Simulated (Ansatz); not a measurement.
## Several settings converged on VIr3 (Pm-3m, 4 atoms in the cell)

```xyz
4
Lattice="3.7977 0.0000 0.0000 0.0000 3.7977 0.0000 0.0000 0.0000 3.7977" Properties=species:S:1:pos:R:3 pbc="T T T"
V      0.0000     0.0000     0.0000
Ir     1.8989     1.8989     0.0000
Ir     0.0000     1.8989     1.8989
Ir     1.8989     0.0000     1.8989
```

Base method: LDA (PW92), default PAW files made with PBE (plane waves; Ansatz, an electronic-structure program).

Base settings: basis.ecutwfc = 420 eV; kpoints.mp_grid.grid = 9 9 9; hamiltonian.xc = lda; hamiltonian.pseudopotentials = {kind: paw} (the program's default PAW files); scf.occupations.method = gaussian; scf.occupations.width = 0.1 eV.

Core times come from one kind of shared machine, to one figure; runs under 30 s give none.

**Zone-centre phonons against the cutoff**

In this ladder: phonons.method = dfpt.

The mesh stays at the base's, so the ladder's end is converged at best in this setting alone.

Frequencies are those of the unrelaxed cell, without the LO-TO term of polar crystals.

Only quantities that move along the ladder and can be compared are tabulated.

```csv
basis.ecutwfc,highest zone-centre frequency (cm⁻¹),lowest optical frequency (cm⁻¹),core time / last (rough)
210 eV,90.9,-14.4,0.4
250 eV,185.8,123.7,0.6
295 eV,185.1,119.3,0.5
355 eV,178.2,113.3,0.6
420 eV,178.3,113.5,1
505 eV,178.3,113.5,0.7
630 eV,178.3,113.4,1
```

Coarsest basis.ecutwfc that holds the lowest optical frequency within 1 cm⁻¹ of the last step, with all finer ones: 355 eV; the step before is off by 5.9 cm⁻¹.

Coarsest basis.ecutwfc that holds the highest zone-centre frequency within 1 cm⁻¹ of the last step, with all finer ones: 355 eV; the step before is off by 6.8 cm⁻¹.

Two neighbours can agree and both be off: 250 eV and 295 eV differ by 0.7 cm⁻¹ in the highest zone-centre frequency, yet lie about 6.8 cm⁻¹ from the last step.

**Zone-centre phonons against the mesh**

In this ladder: phonons.method = dfpt.

Frequencies are those of the unrelaxed cell, without the LO-TO term of polar crystals.

Only quantities that move along the ladder and can be compared are tabulated.

| kpoints.mp_grid.grid | highest zone-centre frequency (cm⁻¹) | lowest optical frequency (cm⁻¹) | core time / last (rough) |
|---|---|---|---|
| 3 3 3 | 179.0 | -50.0 | – |
| 4 4 4 | 178.5 | 109.1 | – |
| 5 5 5 | 176.0 | 100.9 | – |
| 6 6 6 | 180.9 | 116.9 | – |
| 7 7 7 | 177.6 | 109.8 | 0.08 |
| 8 8 8 | 179.1 | 115.9 | 0.08 |
| 10 10 10 | 179.9 | 112.6 | 0.4 |
| 13 13 13 | 179.0 | 112.2 | 0.7 |
| 16 16 16 | 178.8 | 113.2 | 1 |

Coarsest kpoints.mp_grid.grid that holds the lowest optical frequency within 10 cm⁻¹ of the last step, with all finer ones: 6 6 6; the step before is off by 12 cm⁻¹.

Coarsest kpoints.mp_grid.grid that holds the highest zone-centre frequency within 1 cm⁻¹ of the last step, with all finer ones: 13 13 13; the step before is off by 1.1 cm⁻¹.

**The force threshold of a relaxation**

On VIr3 (P4mm, 4 atoms in the cell): one atom moved by 0.15 angstrom.

In this ladder: relax = atoms.

The mesh stays at the base's, so the ladder's end is converged at best in this setting alone.

Only quantities that move along the ladder and can be compared are tabulated.

```csv
relax.f_tol,free energy less the last step's (meV/atom),largest force left (eV/Å),relaxation steps,core time / last (rough)
0.2 eV/Å,1.38,0.1353,3,0.6
0.1 eV/Å,0.00,0.0046,4,0.6
0.05 eV/Å,0.00,0.0046,5,0.6
0.03 eV/Å,0.00,0.0046,5,–
0.02 eV/Å,0.00,0.0046,5,0.5
0.01 eV/Å,0.00,0.0046,5,–
0.005 eV/Å,0.00,0.0046,5,0.5
0.002 eV/Å,0.00,0.0001,6,0.3
0.001 eV/Å,0.00,0.0001,6,1
```

Coarsest relax.f_tol that holds the largest force left within 0.02 eV/Å of the last step, with all finer ones: 0.1 eV/Å; the step before is off by 0.14 eV/Å.

Coarsest relax.f_tol that holds the free energy within 0.2 meV/atom of the last step, with all finer ones: 0.1 eV/Å; the step before is off by 1.4 meV/atom.

On the base run: the starting cell comes from a database of computed structures (which also holds hypothetical and non-ambient phases and stackings), without a prior relaxation at this level. Its lattice was rescaled by up to half a per cent. Spin polarisation is off. In the base run, with a pressure of about -7 GPa the cell is away from its equilibrium volume at this level.

Left out of this page: 1 run of the series stopped by limits of time or memory.

Keys are those of Ansatz 0.2.
